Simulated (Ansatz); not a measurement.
Take Ni2Si (space group Pnma, No. 62; non-magnetic) as the base.

```
CELL_PARAMETERS angstrom
      5.02104     0.00000     0.00000
      0.00000     3.73092     0.00000
      0.00000     0.00000     7.07625
ATOMIC_POSITIONS crystal
  Ni 0.54061 0.25000 0.79603
  Ni 0.04061 0.25000 0.70397
  Ni 0.45939 0.75000 0.20397
  Ni 0.95939 0.75000 0.29603
  Ni 0.16949 0.25000 0.06035
  Ni 0.66949 0.25000 0.43965
  Ni 0.83051 0.75000 0.93965
  Ni 0.33051 0.75000 0.56035
  Si 0.71303 0.25000 0.11460
  Si 0.21303 0.25000 0.38540
  Si 0.28697 0.75000 0.88540
  Si 0.78697 0.75000 0.61460
```

Cartesian axes are those of the cell as printed.

Level of theory: plane-wave PAW DFT at the PBE level (Ansatz, a first-principles code, 420 eV), no spin-orbit coupling, earlier PAW set.

Strains are applied to the cell and any free atomic positions relax; under biaxial strain the out-of-plane vector relaxes too; under stress the whole cell relaxes.

One change was made to it. Results:

The volume per atom decreases by 0.03 Å³ to 11.02 Å³; the band gap is still zero.

Q: Which of these changes matches the shifts?
(A) biaxial strain −1.88 %, plane normal [001], relaxed out of plane
(B) uniaxial strain ε_xx = +2.20 %
(C) uniaxial stress, 2 GPa compression along z
(D) uniaxial strain ε_xx = +1.06 %

A: C, uniaxial stress, 2 GPa compression along z. For comparison, the volume per atom in the other runs: uniaxial strain ε_xx = +2.20 % gives 11.29 Å³; biaxial strain −1.88 %, plane normal [001], relaxed out of plane gives 10.84 Å³; uniaxial strain ε_xx = +1.06 % gives 11.16 Å³.

Without a gap, meshes like the base's 8×10×6 leave anisotropic stresses uncertain by several tenths of a GPa, and small strain energies with them. Beyond what the load breaks, stability against distortions was not tested. Starting moments died away, wholly or in part, for the base; another magnetic solution may exist. All final runs are without spin polarisation.
